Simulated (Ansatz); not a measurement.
CdTe under load (space group F-43m), PBE with spin-orbit coupling, rigid bands in Ansatz (a quantum-chemistry and plane-wave program). Condition of this run: hydrostatic pressure of 3 GPa (compression positive) (the target of the relaxation). Band gap 0.68 eV, N_c = 4.74e17 cm⁻³ and N_v = 1.54e19 cm⁻³ at 300 K, conductivity masses of 0.0765 mₑ (electrons) and 0.486 mₑ (holes). Take k_BT = 0.02585 eV.

Task: A film of it is 8 nm thick. Estimate the confinement energies in an infinite well.

Result: ħ²π²/(2m t²) = 0.376 eV·nm²/(m/mₑ × t²) gives 76.8 meV for electrons and 12.1 meV for holes, so the gap would widen to about 0.77 eV. Finite barriers and nonparabolic bands lower this, and with several valleys or bands the heaviest mass along the normal sets the lowest level, not this average.

Task: What thermal injection velocity √(2k_BT/πm) limits a ballistic channel?

Result: 1.95e7 cm/s for electrons and 7.72e6 cm/s for holes, a ratio of √(m_h/m_e) = 2.52, for dilute carriers.

Task: What built-in voltage has an abrupt junction with N_A = 1e17 and N_D = 1e17 cm⁻³, all dopants ionised?

Result: V_bi = E_g/e − (k_BT/e) ln(N_c N_v/(N_A N_D)) = 0.68 − 0.02585 × 6.59 = 0.51 V, for the computed gap.

Rigid bands with the computed gap; masses take one relaxation time for all states. Geometry: cell and atoms relaxed with PBEsol.
